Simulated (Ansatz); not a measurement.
Adsorption energy and surface dipole of H on the 1x1 (111) surface of fcc Ni, ferromagnetic, one in a 1x1 cell, started at the site 'bridge Ni-Ni (span 2.5 Å)', worked from the runs' numbers; total energies count from the potentials' own zero.

The numbers are results of PBE (plane waves to 420 eV, PAW; Ansatz, an electronic-structure program), not measurements.

Model: 5-atom slab, 6.0 Å thick at the start under the adsorbate (thin: gaps and levels are the slab's own), 14x14x1 mesh, Fermi-Dirac 0.1 eV, dipole correction, 2 atoms held, the rest relaxed; symmetry of the start imposed; spin-polarised, no spin-orbit, no U, no dispersion correction. At the end it is bonded to 3 Ni. In PBE it is, or lies within 0.03 eV of, the lowest of the starts that converged.

```tsv
quantity	value
slab with the adsorbate	-23374.003 eV
clean slab, same cell and mesh	-23357.584 eV
reference, ½ H2(g)	-15.872 eV
area of the cell	5.36 Å²
change of the step from the bottom to the top vacuum level	0.001 eV
```

Q: What is the adsorption energy against this reference?

A: E(slab + adsorbate) − E(slab) − E(reference) = -0.55 eV, so in this state the adsorbate is more stable than in the reference, at a coverage of 18.65 a nm².
